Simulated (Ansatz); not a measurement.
The parent structure is Zr in the hcp (Mg type) structure (space group P6_3/mmc, No. 194; a = 3.231 Å, c = 5.173 Å). Axes: x lies along a and z along c of the hexagonal cell.

Calculations: DFT with PBE, PAW potentials and a 420 eV plane-wave cutoff in Ansatz (a first-principles code), without spin-orbit coupling.

For the base:

```
Property            Value
---------------  --------
Pressure          0.0 GPa
Volume per atom  23.39 Å³
```

It is then changed as follows: biaxial strain −0.40 %, plane normal [001], relaxed out of plane (Cartesian); in-plane vectors clamped, the third vector and the atoms free.

Q: Predict the new pressure and volume per atom.

A: The pressure (mean of the normal stresses, compression positive) goes from zero to 0.4 GPa; the volume per atom drops by 0.11 Å³ (23.39 Å³ → 23.28 Å³).

Stability against distortions was not tested. The final runs are not spin-polarised.
